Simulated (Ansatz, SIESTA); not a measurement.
A SIESTA input for a self-consistent single point of Rh (Fm-3m, 1 atom in the cell) (DFT, GGA PBEsol, numerical atomic orbitals DZP, PseudoDojo PBEsol standard norm-conserving potentials (rewritten from UPF to PSML)):

```
# files in the folder: Rh.psml (PseudoDojo PBEsol standard)
SystemName  Rh
SystemLabel Rh

NumberOfAtoms                1
NumberOfSpecies              1
%block ChemicalSpeciesLabel
  1 45 Rh
%endblock ChemicalSpeciesLabel
LatticeConstant              1.0 Bohr
%block LatticeVectors
     0.000000000    3.590479637    3.590479637
     3.590479637    0.000000000    3.590479637
     3.590479637    3.590479637    0.000000000
%endblock LatticeVectors
AtomicCoordinatesFormat      Ang
%block AtomicCoordinatesAndAtomicSpecies
     0.000000000    0.000000000    0.000000000  1
%endblock AtomicCoordinatesAndAtomicSpecies

XC.functional                GGA
XC.authors                   PBEsol
PAO.BasisSize                DZP
PAO.EnergyShift              0.01 Ry
MeshCutoff                   350 Ry
%block kgrid.MonkhorstPack
   15   0   0  0.0
    0  15   0  0.0
    0   0  15  0.0
%endblock kgrid.MonkhorstPack
OccupationFunction           MP
OccupationMPOrder            0
ElectronicTemperature        200.0 meV

MaxSCFIterations             150
SCF.Mixer.Method             Pulay
SCF.Mixer.Weight             0.1
SCF.Mixer.History            6
SCF.DM.Tolerance             1.0E-05
Diag.ParallelOverK           true
WriteForces                  true
Charge.Mulliken              end
```

Q: Give the Ansatz (a first-principles code) input for the same structure, mesh, smearing and functional.

A: This is the input that was run; spellings and numerical settings could be chosen otherwise.

Ansatz 0.2 input:
```yaml
# Rh
crystal:
  lattice:
    - [0.00000000, 1.90000000, 1.90000000]
    - [1.90000000, 0.00000000, 1.90000000]
    - [1.90000000, 1.90000000, 0.00000000]
  atoms:
    - { symbol: Rh, position: [0.00000000, 0.00000000, 0.00000000] }
kpoints:
  mp_grid:
    grid: [15, 15, 15]
hamiltonian:
  xc: pbesol
  pseudopotentials:
    kind: paw
scf:
  occupations:
    method: gaussian
    width: 0.2 eV
output:
  forces: true
  eigenvalues: true
  stress: true
```

Basis, cutoffs, solver keys and any potentials are the target program's own. This input uses DFT, PBEsol, plane waves, default PAW files made with PBE. Both were run: pressure -5.06 GPa in SIESTA and -4.43 in Ansatz. Ansatz's pressure is the one without its finite-basis correction.

On Ansatz: the starting cell has typed, rounded lattice constants, without a prior relaxation at this level. Spin polarisation is off. With a pressure of about -4 GPa the cell is away from its equilibrium volume at this level.

On SIESTA: the starting cell has typed, rounded lattice constants, without a prior relaxation at this level. Spin polarisation is off. Values carry the incompleteness of an atom-centred basis. With a pressure of about -5 GPa the cell is away from its equilibrium volume at this level.
